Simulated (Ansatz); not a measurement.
**A series of runs on NaMg₆Mn (P1, 8 atoms in the cell)**

```yaml
crystal:
  lattice:
    - [5.08143, 0.00000, 0.00000]
    - [0.00000, 3.22875, 5.47543]
    - [0.00000, -3.22875, 5.47543]
  atoms:
    - { symbol: Na, position: [0.50060, 0.32952, 0.33050] }
    - { symbol: Mg, position: [0.49182, 0.33293, 0.83894] }
    - { symbol: Mg, position: [0.49670, 0.83654, 0.33758] }
    - { symbol: Mg, position: [0.02219, 0.15003, 0.68330] }
    - { symbol: Mg, position: [0.00053, 0.67248, 0.16233] }
    - { symbol: Mg, position: [0.99688, 0.67768, 0.65443] }
    - { symbol: Mg, position: [0.99587, 0.17300, 0.15857] }
    - { symbol: Mn, position: [0.49541, 0.82783, 0.83436], spin: 4.0 }
```
(The spins are starting values, not results.)

Base run A: Ansatz (an electronic-structure program) with PBEsol, PAW files made with PBE, self-consistent single point.

Its settings: kpoints.mp_grid.grid = 5 5 5; hamiltonian.xc = pbesol; hamiltonian.pseudopotentials = {kind: paw} (the program's default PAW files); magnetization.spin_polarized = true; scf.occupations.method = cold; scf.occupations.width = 0.272 eV.

The starting cell comes from a database of computed structures (which also holds hypothetical and non-ambient phases and stackings), without a prior relaxation at this level. Its atoms were displaced at random from the sites of space group no. 38. With one magnetic atom in the cell only a parallel order is possible. Ansatz's pressure includes its estimate of the finite-basis (Pulay) stress.

ΔF is the free energy per atom less that of run A. 

| run | scf.mixing.algorithm, scf.mixing.beta | ΔF (meV/atom) | pressure (GPa) | largest force (eV/Å) | size of the net moment (μB/atom) | iterations |
|---|---|---|---|---|---|---|
| A | default (the program chose MSR1), default | 0.00 | -0.69 | 0.344 | 0.52 | 17 |
| B | broyden, 0.02 | 0.00 | -0.69 | 0.344 | 0.52 | 38 |
| C | broyden, 0.05 | 0.00 | -0.69 | 0.344 | 0.52 | 28 |
| D | broyden, 0.1 | 0.00 | -0.69 | 0.344 | 0.52 | 25 |
| E | broyden, 0.2 | 0.00 | -0.69 | 0.344 | 0.52 | 21 |
| F | broyden, 0.3 | 0.00 | -0.69 | 0.344 | 0.52 | 18 |
| G | broyden, 0.5 | 0.00 | -0.69 | 0.344 | 0.52 | 19 |
| H | broyden, 0.7 | 0.00 | -0.69 | 0.344 | 0.52 | 20 |
| I | broyden, 0.9 | 0.00 | -0.69 | 0.344 | 0.52 | 19 |
| J | broyden, 1 | 0.00 | -0.69 | 0.344 | 0.52 | 19 |

Runs B, C, D, E, F, G, H, I, J reached the same state as A (within 1 meV/atom and 0.1 μB a site). The fewest iterations to that state were 17 (A); the most were 38.

Keys are those of Ansatz 0.2.
